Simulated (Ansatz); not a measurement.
# BaTiO3: response to strain

The reference is BaTiO3 (space group P4mm, No. 99; a = 3.972 Å, c = 4.113 Å). Axes: x, y, z lie along a, b, c of the conventional cell.

Strains are applied to the cell and any free atomic positions relax; under biaxial strain the out-of-plane vector relaxes too; under stress the whole cell relaxes.

Method: Ansatz (a quantum-chemistry and plane-wave program) r2SCAN, no spin-orbit coupling.

Candidates:
(a) uniaxial strain ε_yy = +4.80 %
(b) biaxial strain −0.56 %, plane normal [001], relaxed out of plane
(c) uniaxial stress, 3 GPa compression along z
(d) biaxial strain −0.81 %, plane normal [001], relaxed out of plane

Notes on the quantities. energy relative to the base: free energy F.

**Question.** Order them by energy relative to the base, lowest first.

**Answer.** (b) biaxial strain −0.56 %, plane normal [001], relaxed out of plane (+0.7 meV/atom), (d) biaxial strain −0.81 %, plane normal [001], relaxed out of plane (+1.5 meV/atom), (c) uniaxial stress, 3 GPa compression along z (+3.1 meV/atom), (a) uniaxial strain ε_yy = +4.80 % (+24 meV/atom)

Beyond what the load breaks, stability against distortions was not tested. All final runs are without spin polarisation.
